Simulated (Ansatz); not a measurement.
## Mg on the Ga site (Mg_Ga) in zinc-blende GaAs

Calculation: PBE, PAW (plane waves to 420 eV; Ansatz, an electronic-structure program). Cell: 64 sites, 2×2×2 repeats of a cell of 8 atoms; final energies on a 2×2×2 shifted mesh. Site at the start: the Ga site. Finite-size correction: monopole term and site-potential alignment. Dielectric constants: PBE linear response of the host. Host gap at this level: 0.16 eV. These values are not converged in cell size to better than tenths of an eV. PBE closes or nearly closes this host's gap, so even the neutral cell can hold carriers in host bands. Spin–orbit coupling is left out. Each state is the lowest found from its start.

Charges with a result: +1, 0, −1. Others weren't obtained, and one of them could lie lower, also by skipping a charge.

```json
[
 {"charge": "+1*", "moment (μB)": "not spin-polarised", "largest move off a lattice site (Å)": "0.09", "image correction with alignment (eV)": "–"},
 {"charge": "0*", "moment (μB)": "quenched", "largest move off a lattice site (Å)": "0.08", "image correction with alignment (eV)": "–"},
 {"charge": "−1", "moment (μB)": "not spin-polarised", "largest move off a lattice site (Å)": "0.07", "image correction with alignment (eV)": "0.13"}
]
```

* At this level the carrier isn't localised at the defect: at charge +1 holes occupy the valence band; at charge 0 holes occupy the valence band. Such a state is shallow or no state of the defect, and this cell gives it no level.

Starting moments that weren't kept: charge 0 began with 1 μB and ended with 0.0.
